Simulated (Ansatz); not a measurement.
**MgF2, pressure series**

Base system: MgF$_{2}$ in the rutile structure (space group P4_2/mnm, No. 136).

MgF$_{2}$ is modelled in the tetragonal space group P4₂/mnm (No. 136), the rutile structure, Pearson symbol tP6. Cell: a = b = 4.6389 Å, c = 3.0624 Å, α = β = γ = 90.00°. Mg on 2a is coordinated by 6 F at 1.990–2.002 Å (octahedral). F on 4f sees 3 Mg at 1.990–2.002 Å (trigonal planar). (Neighbours: up to the widest gap in distance over summed covalent radii, below 1.35, at either atom; cation-cation and far metal-metal contacts left out.)

Cell and atoms are relaxed at each pressure.

Calculations: PBEsol/PAW in Ansatz (an electronic-structure program), without spin-orbit coupling.

| pressure (GPa) | band gap (eV) |
|---|---|
| -1 | 6.82 |
| 0 | 6.89 |
| 0.9 | 6.95 |
| 2.1 | 7.03 |
| 4.5 | ? |
| 9 | 7.41 |
| 15 | 7.70 |

### Question
Fit E_g = E₀ + αP + βP² to the rows shown and predict the withheld row.

### Answer
Least squares on the printed values gives E₀ = 6.89 eV, α = 65.0 meV/GPa, β = -0.74 meV/GPa² (largest residual 0.01 eV); this predicts 7.17 eV, and the run gives 7.17 eV, in agreement.

Load acts through the strain it causes; cell and atoms are relaxed under it. Stability against distortions was not tested. Competing high-pressure phases were not computed.
